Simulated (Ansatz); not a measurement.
Worked example: self-consistent single point of VCu3Se4 (R3m, 8 atoms in the cell) in Ansatz (an electronic-structure program).

Level of theory: LDA (PW92), default PAW files made with PBE (plane waves; Ansatz).

The change in words: lattice scaled by 0.98; basis.ecutrho_ratio: default → 6. Reference geometry:
```xyz
8
Lattice="5.6030 0.0000 0.0000 0.0000 5.6030 0.0000 0.0000 0.0000 5.6030" Properties=species:S:1:pos:R:3 pbc="T T T"
V      0.0289     0.0289     0.0289
Cu     0.0000     2.8015     0.0000
Cu     2.8015     0.0000     0.0000
Cu     0.0000     0.0000     2.8015
Se     1.3634     1.3634     1.3634
Se     1.3634     4.2396     4.2396
Se     4.2396     4.2396     1.3634
Se     4.2396     1.3634     4.2396
```

Reference input (self-consistent single point, DFT, LDA (PW92), plane waves, default PAW files made with PBE): basis.ecutwfc = 420 eV; kpoints.mp_grid.grid = 3 3 3; hamiltonian.xc = lda; hamiltonian.pseudopotentials = {kind: paw} (the program's default PAW files); scf.occupations.method = fixed. This run's input differs from it in these lines:

Ansatz 0.2 input:
```diff
@@ -2,5 +2,5 @@
   lattice:
-    - [5.60304600, 0.00000000, 0.00000000]
-    - [0.00000000, 5.60304600, 0.00000000]
-    - [0.00000000, 0.00000000, 5.60304600]
+    - [5.49098500, 0.00000000, 0.00000000]
+    - [0.00000000, 5.49098500, 0.00000000]
+    - [0.00000000, 0.00000000, 5.49098500]
   atoms:
@@ -16,2 +16,3 @@
   ecutwfc: 420.0 eV
+  ecutrho_ratio: 6
 kpoints:
```

Output, abridged:

```
SCF iter   1: F=—  HF=-44064.235400 eV  |F-HF|=—  |Δ(HF+E_count)|=         —  Δρ=1.13e-2  dr2=9.59e-2  ethr=1.77e-3  ⟨swp⟩=4.0  Hψ=1491  notcnv=0  defer=63
all-band conjugate gradients solve this SCF's bands
preconditioner: auto → Resta (q_TF=auto, 2.634 Å⁻¹)
SCF iter   2: F=—  HF=-44064.246368 eV  |F-HF|=—  |Δ(HF+E_count)|=   1.10e-2  Δρ=1.25e-2  dr2=2.27e-1  ethr=7.16e-5  ⟨swp⟩=3.0  Hψ=990  notcnv=0  defer=71
   [... lines left out ...]
SCF iter   6: F=—  HF=-44064.213264 eV  |F-HF|=—  |Δ(HF+E_count)|=   1.01e-5  Δρ=1.14e-4  dr2=2.27e-5  ethr=2.03e-7  ⟨swp⟩=2.0  Hψ=592  notcnv=0  defer=53
SCF iter   7: F=—  HF=-44064.213266 eV  |F-HF|=—  |Δ(HF+E_count)|=   2.01e-6  Δρ=4.46e-5  dr2=5.22e-6  ethr=1.69e-8  ⟨swp⟩=2.2  Hψ=708  notcnv=0  defer=53
SCF iter   8: F=—  HF=-44064.213266 eV  |F-HF|=—  |Δ(HF+E_count)|=   1.07e-7  Δρ=1.00e-5  dr2=1.37e-7  ethr=3.90e-9  ⟨swp⟩=2.0  Hψ=527  notcnv=0  defer=53
SCF iter   9: F=-44064.213266 eV  HF=-44064.213266 eV  |F-HF|=3.22e-8  |Δ(HF+E_count)|=   1.43e-8  Δρ=4.22e-6  dr2=2.98e-8  ethr=7.46e-11  ⟨swp⟩=10.7  Hψ=2343  notcnv=0
SCF 1 converged in 9 iterations: F = -44064.213266 eV  dr2 = 2.98e-8
Free energy (F): -44064.213266 eV
Internal energy: -44064.213266 eV  (E = F + TS)
E sigma→0 (E₀):  -44064.213266 eV
Fermi energy:    8.423908 eV
--- Forces (eV/Å), atoms counted from 1 ---
  atom   1  V     -0.56469116    -0.56469116    -0.56469116
  atom   2  Cu    -0.02592594     0.09255299    -0.02592594
  atom   3  Cu     0.09255299    -0.02592594    -0.02592594
  atom   4  Cu    -0.02592594    -0.02592594     0.09255299
  atom   5  Se     0.44138736     0.44138736     0.44138736
  atom   6  Se     0.12232202    -0.01986400    -0.01986400
  atom   7  Se    -0.01986400    -0.01986400     0.12232202
  atom   8  Se    -0.01986400     0.12232202    -0.01986400
--- Stress (GPa, compression-positive) ---
       -0.589259       0.354282       0.354282
        0.354282      -0.589259       0.354282
        0.354282       0.354282      -0.589259
  P = ⅓ Tr σ = -0.5893 GPa (-5.893 kbar)
  The stress holds the Pulay correction. Without it, at fixed plane waves, as pw.x and ABINIT print it: P = -0.6404 GPa
```

The run converged in 9 iterations. Against the reference run the free energy goes down by 24.5 meV/atom, the pressure goes from -5.21 to -0.59 GPa, the largest force goes from 0.825 to 0.978 eV/Å and the gap on the mesh goes from 1.226 to 1.323 eV.

The starting cell comes from a database of computed structures (which also holds hypothetical and non-ambient phases and stackings), without a prior relaxation at this level. Its lattice was rescaled by up to half a per cent. One atom was moved a little off its site on purpose. For this run, on top of that: lattice scaled by 0.98. Ansatz's pressure includes its estimate of the finite-basis (Pulay) stress.
